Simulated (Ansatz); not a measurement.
We consider MoSi (P-6m2, No. 187, 2 atoms in the cell; start mp-972845), described by PBEsol (plane waves, PAW; Ansatz, a program for electronic structure).

Run with plane-wave cutoff 520 eV, 24×24×16 k mesh (along the axes of the cell as run), Fermi–Dirac smearing 0.05 eV, no spin polarisation, scalar-relativistic PAW data made under PBE.

Cell (relaxed at this level):

```yaml
crystal:
  lattice:
    - [3.09818, 0.00000, 0.00000]
    - [-1.54909, 2.68310, 0.00000]
    - [0.00000, 0.00000, 3.49768]
  atoms:
    - { symbol: Si, position: [0.00000, 0.00000, 0.00000] }
    - { symbol: Mo, position: [0.33333, 0.66667, 0.50000] }
```

Task: What does this level give for the bulk modulus B0?

Result: 
- bulk modulus B0 = 207 GPa

Note: the run has no spin polarisation, so it can have missed a magnetic state; the bulk modulus is −V dP/dV from two relaxed cells at ±2 % in volume; the relaxation could not lower the start's symmetry, so the cell can be a saddle point above a distorted one.

A start named mp-… is a Materials Project structure, which need not be a measured phase.
